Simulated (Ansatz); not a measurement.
The parent structure is TiC in the rock salt structure (space group Fm-3m, No. 225; relaxed with 0.1 eV smearing).

```yaml
crystal:
  lattice:
    - [0.00000, 2.13046, 2.13046]
    - [2.13046, 0.00000, 2.13046]
    - [2.13046, 2.13046, 0.00000]
  atoms:
    - { symbol: Ti, position: [0.00000, 0.00000, 0.00000] }
    - { symbol: C, position: [0.50000, 0.50000, 0.50000] }
```

Cartesian axes are those of the cell as printed.

Calculations: plane-wave PAW DFT at the LDA level (Ansatz, an electronic-structure program, 420 eV), no SOC.

Strains are applied to the cell and any free atomic positions relax; under biaxial strain the out-of-plane vector relaxes too.

One change was made to it. Results:

| quantity | base | after |
|---|---|---|
| pressure (mean of the normal stresses, compression positive) | 0.0 GPa | 15.7 GPa |
| energy relative to the base (free energy F) | 0 meV/atom | +40 meV/atom |
| volume per atom | 9.67 Å³ | 9.23 Å³ |

Task: Which of these changes matches the shifts?
A) biaxial strain +2.00 %, plane normal [001], relaxed out of plane
B) biaxial strain −3.00 %, plane normal [001], relaxed out of plane
C) biaxial strain +1.50 %, plane normal [001], relaxed out of plane
D) biaxial strain +3.00 %, plane normal [001], relaxed out of plane
E) biaxial strain −2.50 %, plane normal [001], relaxed out of plane

Result: B, biaxial strain −3.00 %, plane normal [001], relaxed out of plane. For comparison, the energy relative to the base in the other runs: biaxial strain +3.00 %, plane normal [001], relaxed out of plane gives +32 meV/atom; biaxial strain −2.50 %, plane normal [001], relaxed out of plane gives +27 meV/atom; biaxial strain +2.00 %, plane normal [001], relaxed out of plane gives +15 meV/atom; biaxial strain +1.50 %, plane normal [001], relaxed out of plane gives +8.5 meV/atom.

Stability against distortions was not tested. All final runs are without spin polarisation.
